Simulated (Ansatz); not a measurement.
## Quick settings and what they miss: HfNi3 (P6_3/mmc, 8 atoms in the cell)

Self-consistent single point.

```
HfNi3
1.0
    5.21474     0.00000     0.00000
   -2.60737     4.51610     0.00000
    0.00000     0.00000     4.24869
Hf Ni
2 6
Direct
  0.33333   0.66667   0.75000
  0.66667   0.33333   0.25000
  0.15718   0.31435   0.25000
  0.84283   0.68565   0.75000
  0.84283   0.15718   0.75000
  0.15718   0.84283   0.25000
  0.68565   0.84283   0.25000
  0.31435   0.15718   0.75000
```

Level of theory: PBEsol, PAW files made with PBE (plane waves; Ansatz, a first-principles code).

Base settings: basis.ecutwfc = 420 eV; kpoints.mp_grid.grid = 7 7 8; hamiltonian.xc = pbesol; hamiltonian.pseudopotentials = {kind: paw} (the program's default PAW files); scf.occupations.method = fermi_dirac; scf.occupations.width = 0.1 eV.

Tight run (finer mesh or higher cutoff; not a proven limit): basis.ecutwfc: 420 eV → 590 eV; kpoints.mp_grid.grid: 7 7 8 → 10 10 11; scf.convergence.dr2_threshold: default (1e-07 eV) → 1e-09 eV. It gave Fermi level (on the code's own zero) 19.79 eV; pressure -1.04 GPa; largest force (vector length) 0.052 eV/Å.

Quick runs, as changes from the base:
- A: the base itself
- B: basis.ecutwfc: 420 eV → 295 eV; kpoints.mp_grid.grid: 7 7 8 → 8 8 8; scf.convergence.dr2_threshold: default (1e-07 eV) → 0.0001 eV
- C: basis.ecutwfc: 420 eV → 210 eV; kpoints.mp_grid.grid: 7 7 8 → 4 4 4
- D: basis.ecutwfc: 420 eV → 295 eV; kpoints.mp_grid.grid: 7 7 8 → 4 4 4; hamiltonian.xc: pbesol → lda; scf.convergence.dr2_threshold: default (1e-07 eV) → 0.001 eV [LDA (PW92)]
- E: basis.ecutwfc: 420 eV → 250 eV; kpoints.mp_grid.grid: 7 7 8 → 3 3 3; hamiltonian.xc: pbesol → lda [LDA (PW92)]

Energies are extrapolated to zero smearing width, which holds to low order in the width alone.

Dashes: energy of D, E, another energy zero.

† marks runs with another functional, U, potentials or spin treatment: their distance from the tight run is not a convergence error alone.

The count of work is k-points × plane waves × bands × iterations; it is no time. 

Pressures in the table are Ansatz's without its Pulay estimate, at a fixed set of plane waves; the tight run's value above holds the estimate.

The starting cell comes from a database of computed structures (which also holds hypothetical and non-ambient phases and stackings), without a prior relaxation at this level. Its lattice was rescaled by a random factor within 2.5 % of one. Spin polarisation is off.

```csv
run,energy less tight (meV/atom),pressure less tight (GPa),largest miss in a force vector (eV/Å),count of work / tight
A,2.6,0.00,0.000,0.24
B,373.8,-39.11,0.158,0.13
C,9934.3,-615.93,1.153,0.023
D†,–,-47.27,0.123,0.027
E†,–,-192.98,0.053,0.014
```

Among the runs at the tight run's level, the energy misses run from 2.6 to 9934.3 meV/atom.

Left out of this page: 1 run of the series unsound by tests on forces, stress, charge or solver warnings.

Keys are those of Ansatz 0.2.
